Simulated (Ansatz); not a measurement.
Response to strain in Sn

Take Sn in the diamond structure (space group Fd-3m, No. 227; a = 6.5402 Å; relaxed with 0.1 eV smearing) as the base. Axes: x, y, z lie along the cube axes.

Strains are applied to the cell and any free atomic positions relax; under biaxial strain the out-of-plane vector relaxes too.

All numbers come from PBEsol (Ansatz, an electronic-structure program, PAW, no spin-orbit coupling).

Notes on the quantities. energy relative to the base: free energy F.

```csv
"biaxial strain, plane normal [001], relaxed out of plane (%)",energy relative to the base (meV/atom)
-3,13.0
-2.5,8.9
-2,5.6
-1.5,3.1
-1,?
-0.5,0.3
0,0.0
```

Problem. Fit ΔE = Aε² + Bε³ (ε in %) to the rows shown and predict the withheld row.

Solution. Least squares on the printed values gives A = 1.31 and B = -0.045 meV/atom (largest residual 0.0 meV/atom); this predicts 1.4 meV/atom, and the run gives 1.4 meV/atom, in agreement.

No phonon test of stability was made.
